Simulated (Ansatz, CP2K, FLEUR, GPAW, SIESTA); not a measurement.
# GaCuSe2 (I-42d, 8 atoms in the cell) computed with different codes at matched settings

Self-consistent single point.

```yaml
crystal:
  lattice:
    - [-2.84339, 2.84339, 5.63850]
    - [2.84339, -2.84339, 5.63850]
    - [2.84339, 2.84339, -5.63850]
  atoms:
    - { symbol: Ga, position: [0.25000, 0.75000, 0.50000] }
    - { symbol: Ga, position: [0.50000, 0.50000, 0.00000] }
    - { symbol: Cu, position: [0.75000, 0.25000, 0.50000] }
    - { symbol: Cu, position: [0.00000, 0.00000, 0.00000] }
    - { symbol: Se, position: [0.12122, 0.12500, 0.49622] }
    - { symbol: Se, position: [0.87500, 0.37122, 0.99622] }
    - { symbol: Se, position: [0.62878, 0.62500, 0.50378] }
    - { symbol: Se, position: [0.37500, 0.87878, 0.00378] }
```

Shared settings, as Ansatz (an electronic-structure program) writes them: kpoints.mp_grid.grid = 3 3 3; scf.occupations.method = fermi_dirac; scf.occupations.width = 0.05 eV. Potentials and cutoffs stand in the table.

| code | model | pressure (GPa) | largest force (eV/Å) | cutoff |
|---|---|---|---|---|
| FLEUR | LDA (Perdew-Zunger), all-electron FLAPW (FLEUR), scalar-relativistic valence | – | 0.188 | Kmax 3.8 1/bohr |
| Ansatz | LDA (PW92), PAW files made with PBE | -5.55 | 0.184 | 420 eV |
| SIESTA | LDA PW92, numerical atomic orbitals TZP, PseudoDojo LDA standard norm-conserving potentials (rewritten from UPF to PSML) | -4.33 | 0.234 | grid 350 Ry |
| CP2K | LDA (Pade form), GPW, DZVP-MOLOPT-SR-GTH basis, GTH-PADE potentials (GTH_POTENTIALS) | -4.65 | 0.160 | grid 600 Ry |
| GPAW | LDA (Perdew-Wang 92), GPAW PAW datasets LDA (gpaw-data 1.0.1) | -5.20 | 0.211 | 800 eV |

A dash marks a value that a program does not give, or that is left out as unsure.

On Ansatz's run: spin polarisation is off.

The spread over the programs that give each value: pressure within 1.22 GPa; largest force within 0.074 eV/Å.

SIESTA and CP2K use small atom-centred bases, whose incompleteness enters pressures, forces and empty levels differently from a plane-wave cutoff. FLEUR treats all electrons, but the usual bases taken here (sphere radii, linearisation, local orbitals, empty states) were not tested for convergence, so the values are no reference for the others. Ansatz's pressure is given at a fixed set of plane waves, as the other plane-wave codes print theirs; with its correction for the finite basis it is -5.52 GPa. In the pressure, SIESTA (by 1.05) lies more than 1 GPa from the median of the plane-wave programs.

The shared mesh is coarse (it stands for a supercell whose shortest vector is 17 Å), so the values are not converged in it.

The starting cell comes from a database of computed structures (which also holds hypothetical and non-ambient phases and stackings), without a prior relaxation at this level. Its lattice was rescaled by a random factor within 2.5 % of one.

Keys are those of Ansatz 0.2.
